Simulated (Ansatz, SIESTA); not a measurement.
## SrCu2Ge2 (I4/mmm, 5 atoms in the cell) computed with different codes at matched settings

Relaxation of cell and atoms.

```xyz
5
Lattice="-2.1537 2.1537 5.1950 2.1537 -2.1537 5.1950 2.1537 2.1537 -5.1950" Properties=species:S:1:pos:R:3 pbc="T T T"
Sr     0.0000     0.0000     0.0000
Cu     2.1537     0.0000     2.5975
Cu     0.0000     2.1537     2.5975
Ge     0.0000     0.0000     6.5143
Ge     0.0000     0.0000     3.8757
```

Shared settings, as Ansatz (a program for electronic structure) writes them: kpoints.mp_grid.grid = 7 7 7; scf.occupations.method = fermi_dirac; scf.occupations.width = 0.136 eV. Potentials and cutoffs stand in the table.

```csv
code,model,final volume (Å³/atom),cutoff
SIESTA,"GGA PBEsol, numerical atomic orbitals DZP, PseudoDojo PBEsol standard norm-conserving potentials (rewritten from UPF to PSML)",19.56,grid 300 Ry
Ansatz,"PBEsol, PAW files made with PBE",17.99,420 eV
```

On Ansatz's run: spin polarisation is off.

The spread over the programs that give each value: final volume within 1.57 Å³/atom.

SIESTA uses small atom-centred bases, whose incompleteness enters pressures, forces and empty levels differently from a plane-wave cutoff. The programs treat the finite-basis stress differently while the cell relaxes: Ansatz adds an estimate of it.

The starting cell comes from a database of computed structures (which also holds hypothetical and non-ambient phases and stackings), without a prior relaxation at this level. Its lattice was rescaled by a random factor within 2.5 % of one.

Keys are those of Ansatz 0.2.
